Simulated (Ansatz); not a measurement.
SrO (Fm-3m) under hydrostatic pressure (compression positive): hole conductivity mass by PBE, rigid bands (plane waves, PAW, scalar-relativistic; Ansatz, a program for electronic structure). The unloaded cell, whose axes the loads refer to:

Space group Fm-3m (No. 225); a = b = c = 5.1224 Å, α = β = γ = 90.00°

```tsv
atom	site	symmetry	x	y	z
Sr	4a	m-3m	0.0000	0.0000	0.0000
O	4b	m-3m	0.5000	0.5000	0.5000
```
(The calculation used a cell of 2 atoms; values per cell refer to that cell.)

```
hydrostatic pressure (compression positive) (GPa)  volume per atom (Å³)  hole conductivity mass (mₑ)
-------------------------------------------------  --------------------  ---------------------------
-5.4                                                              17.96                         1.47
-3.6                                                              17.52                         1.43
-1.8                                                              17.14                         1.39
0                                                                 16.80                         1.36
1.8                                                               16.49                            ?
3.6                                                               16.22                         1.30
7.2                                                               15.73                         1.26
10.8                                                              15.31                         1.22
```

### Question
Fit a straight line to ln(hole conductivity mass) against the load over the rows given, and predict the row at 1.8 GPa.

### Answer
The means are x̄ = 1.543 GPa and ȳ = 0.2960; Σ(x − x̄)(y − ȳ) = -2.402 and Σ(x − x̄)² = 210.1, so the slope is -1.14 % per GPa, and the rows given lie within 1.0 % of the line. At 1.8 GPa the line gives 1.34 mₑ; the calculation gives 1.33 mₑ, 0.79 % from it.

Masses are for dilute carriers at 300 K, harmonic means over directions unless an axis is named. Spin-orbit coupling is left out. Stresses and pressures are the targets of the relaxation. The structure type is held at every load. Geometry: cell and atoms relaxed with PBEsol.
